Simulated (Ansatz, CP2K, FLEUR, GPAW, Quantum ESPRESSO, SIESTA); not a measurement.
**Code comparison for KCdF₃ (Pm-3m, 5 atoms in the cell)**

Self-consistent single point.

```xyz
5
Lattice="4.3821 0.0000 0.0000 0.0000 4.3821 0.0000 0.0000 0.0000 4.3821" Properties=species:S:1:pos:R:3 pbc="T T T"
K      0.0000     0.0000     0.0000
Cd     2.1910     2.1910     2.1910
F      0.0000     2.1910     2.1910
F      2.1910     0.0000     2.1910
F      2.1910     2.1910     0.0000
```

All programs got the same cell, k-point mesh and kind of occupations (in Ansatz's words: kpoints.mp_grid.grid = 6 6 6; scf.occupations.method = fermi_dirac; scf.occupations.width = 0.0037 Ry); potentials, basis and cutoffs are each program's usual ones.

```
code                                                                                                                                      model  pressure (GPa)  gap on the mesh (eV)  k-points           cutoff
----------------  -----------------------------------------------------------------------------------------------------------------------------  --------------  --------------------  --------  ---------------
FLEUR                                                                           PBEsol, all-electron FLAPW (FLEUR), scalar-relativistic valence               –                 3.032        20  Kmax 4.3 1/bohr
Quantum ESPRESSO                                                                           PBEsol, GBRV 1.5 ultrasoft (PBESOL) pseudopotentials           -0.33                 2.890        20            40 Ry
CP2K                                                                 PBEsol, GPW, DZVP-MOLOPT-SR-GTH basis, GTH-PBE potentials (GTH_POTENTIALS)            1.80                 2.845       112      grid 550 Ry
Ansatz                                                                                                          PBEsol, PAW files made with PBE           -0.13                 2.961        20          30.9 Ry
SIESTA            GGA PBEsol, numerical atomic orbitals DZP, PseudoDojo PBEsol standard norm-conserving potentials (rewritten from UPF to PSML)           -1.15                 2.894       132      grid 300 Ry
GPAW                                                                                      PBEsol, GPAW PAW datasets PBEsol (made by gpaw-setup)               –                 2.899        20           900 eV
```

A dash marks a value that a program does not give, or that is left out as unsure.

Gaps are read on the mesh.

The spread over the programs that give each value: pressure within 2.95 GPa; gap on the mesh within 0.187 eV.

The starting cell comes from a database of computed structures (which also holds hypothetical and non-ambient phases and stackings), without a prior relaxation at this level.

Q: Why do the programs differ, and what cannot be compared?

A: Differences of this kind can come from the potentials, where these differ, and from what each basis and cutoff leave unconverged. The valence holds different numbers of electrons (FLEUR 48, Quantum ESPRESSO 42, CP2K 42, Ansatz (a first-principles code) 50, SIESTA 50, GPAW 42). The zero of total energies and Fermi levels follows the potentials and each program's conventions, so they are not compared here. CP2K and SIESTA use small atom-centred bases, whose incompleteness enters pressures, forces and empty levels differently from a plane-wave cutoff. FLEUR treats all electrons, but the usual bases taken here (sphere radii, linearisation, local orbitals, empty states) were not tested for convergence, so the values are no reference for the others. Ansatz's pressure is given at a fixed set of plane waves, as the other plane-wave codes print theirs; with its correction for the finite basis it is 0.14 GPa (the shift of 0.27 GPa shows how far the cutoff is from converged). Ansatz's smearing width was typed in Ry to four decimals, so it matches the others to a few per cent. The pressure of GPAW is left out: its cutoff lies under the one at which its stress was checked. The programs reduce the same mesh by symmetry to different extents, which changes the work and not the result. In the pressure, CP2K (by 2.02) lies more than 1 GPa from the median of the plane-wave programs. In the gap, FLEUR (by 0.133) lies more than 0.12 eV from the median of the plane-wave programs.

Left out of this page: ABINIT (with a known weakness of the program); Elk (unsound by tests on forces, stress, charge or solver warnings).

Keys are those of Ansatz 0.2.
